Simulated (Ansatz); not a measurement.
# La2O3: pressure series

Start from La2O3 (space group P-3m1, No. 164).

La$_{2}$O$_{3}$ is taken in the trigonal space group P-3m1 (No. 164), Pearson symbol hP5. Conventional cell: a = b = 3.9404 Å, c = 6.1883 Å, α = β = 90.00°, γ = 120.00°. La on 2d has 4 O at 2.370–2.462 Å and 3 O at 2.742 Å. O1 on 1a has 6 La at 2.742 Å (octahedral). O2 on 2d is coordinated by 4 La at 2.370–2.462 Å (tetrahedral). (Neighbours: up to the widest gap in distance over summed covalent radii, below 1.35, at either atom; cation-cation and far metal-metal contacts left out.)

Cell and atoms are relaxed at each pressure.

Computed with PBE in Ansatz (plane waves to 420 eV, PAW, without spin-orbit coupling), earlier PAW set.

Notes on the quantities. enthalpy: H = E + PV relative to the base's energy.

| case | shortest interatomic distance | enthalpy | band gap |
|---|---|---|---|
| base | 2.370 Å | – | 3.83 eV |
| pressure −2 GPa | 2.379 Å | -0.21 eV/atom | 3.82 eV |
| pressure −1 GPa | 2.375 Å | -0.10 eV/atom | 3.83 eV |
| pressure 0.9 GPa | 2.366 Å | +0.09 eV/atom | 3.84 eV |
| pressure 2.1 GPa | 2.361 Å | +0.22 eV/atom | 3.85 eV |
| pressure 4.5 GPa | 2.352 Å | +0.46 eV/atom | 3.87 eV |
| pressure 9 GPa | 2.337 Å | +0.90 eV/atom | 3.87 eV |
| pressure 15 GPa | 2.321 Å | +1.47 eV/atom | 3.84 eV |
| pressure 22.5 GPa | 2.305 Å | +2.15 eV/atom | 3.78 eV |
| pressure 30 GPa | 2.291 Å | +2.80 eV/atom | 3.74 eV |

Load acts through the strain it causes; cell and atoms are relaxed under it. Whether these cells are dynamically stable was not tested. Competing high-pressure phases were not computed.

Ansatz is a first-principles code.
